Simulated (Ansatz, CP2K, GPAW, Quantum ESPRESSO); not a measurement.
# TaAs (I4_1md, 4 atoms in the cell) computed with different codes at matched settings

Self-consistent single point.

```
TaAs
1.0
   -1.74764     1.74764     5.95596
    1.74764    -1.74764     5.95596
    1.74764     1.74764    -5.95596
Ta As
2 2
Direct
  0.49997   0.99997   0.50000
  0.74997   0.74997   0.00000
  0.08263   0.58263   0.50000
  0.33263   0.33263   0.00000
```

Shared settings, as Ansatz (a quantum-chemistry and plane-wave program) writes them: kpoints.mp_grid.grid = 8 8 8; scf.occupations.method = gaussian; scf.occupations.width = 0.01 Ry. Potentials and cutoffs stand in the table.

| code | model | pressure (GPa) | cutoff |
|---|---|---|---|
| CP2K | PBEsol, GPW, DZVP-MOLOPT-SR-GTH basis, GTH-PBE potentials (GTH_POTENTIALS) | -8.56 | grid 500 Ry |
| Quantum ESPRESSO | PBEsol, SSSP 1.1.2 efficiency (PBE) pseudopotentials | -10.90 | 40 Ry |
| GPAW | PBEsol, GPAW PAW datasets PBEsol (made by gpaw-setup) | -10.41 | 600 eV |
| Ansatz | PBEsol, PAW files made with PBE | -10.88 | default |

On Ansatz's run: spin-orbit coupling is off. Spin polarisation is off.

The spread over the programs that give each value: pressure within 2.34 GPa.

CP2K uses small atom-centred bases, whose incompleteness enters pressures, forces and empty levels differently from a plane-wave cutoff. Ansatz's pressure is given at a fixed set of plane waves, as the other plane-wave codes print theirs. In the pressure, CP2K (by 2.32) lies more than 1 GPa from the median of the plane-wave programs.

The starting cell comes from a database of computed structures (which also holds hypothetical and non-ambient phases and stackings), without a prior relaxation at this level. Its lattice was rescaled by a random factor within 2.5 % of one.

Left out of this page: SIESTA (unsound by tests on forces, stress, charge or solver warnings).

Keys are those of Ansatz 0.2.
